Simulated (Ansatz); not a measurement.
## ZrC under a change: biaxial strain −0.50 %, plane normal [001], relaxed out of plane

Consider ZrC in the rock salt structure (space group Fm-3m, No. 225; a = 4.669 Å; relaxed with 0.1 eV smearing). Axes: x, y, z lie along the cube axes.

One thing is altered: compressive biaxial strain of 0.50 % in the plane normal to [001], as in epitaxy on a mismatched substrate; the out-of-plane cell vector and the atoms relax.

Calculations: DFT with PBEsol, PAW potentials and a 420 eV plane-wave cutoff in Ansatz (an electronic-structure program), without spin-orbit coupling. k-mesh 21×21×21 (Γ-centred); smearing 0.1 eV (Fermi–Dirac).

```tsv
quantity	base	changed	shift
volume per atom	12.72 Å³	12.62 Å³	-0.10 Å³
space group	Fm-3m (No. 225)	I4/mmm (No. 139)	–
shortest interatomic distance	2.335 Å	2.323 Å	-0.012 Å
energy relative to the base (free energy F)	0 meV/atom	+1.1 meV/atom	+1.1 meV/atom
pressure (mean of the normal stresses, compression positive)	0.0 GPa	1.9 GPa	+1.9 GPa
band gap	zero	zero	–
out-of-plane strain	–	+0.21 %	–
mean in-plane stress (compression positive)	–	+2.9 GPa	–
```

Final structure (turned so that z lies along the plane normal):

```yaml
crystal:
  lattice:
    - [3.28502, 0.00000, 0.00000]
    - [0.00000, 3.28502, 0.00000]
    - [1.64251, -1.64251, 2.33955]
  atoms:
    - { symbol: Zr, position: [0.00000, 0.00000, 0.00000] }
    - { symbol: C, position: [0.50000, 0.50000, 0.00000] }
```

No phonon test of stability was made. All final runs are without spin polarisation.
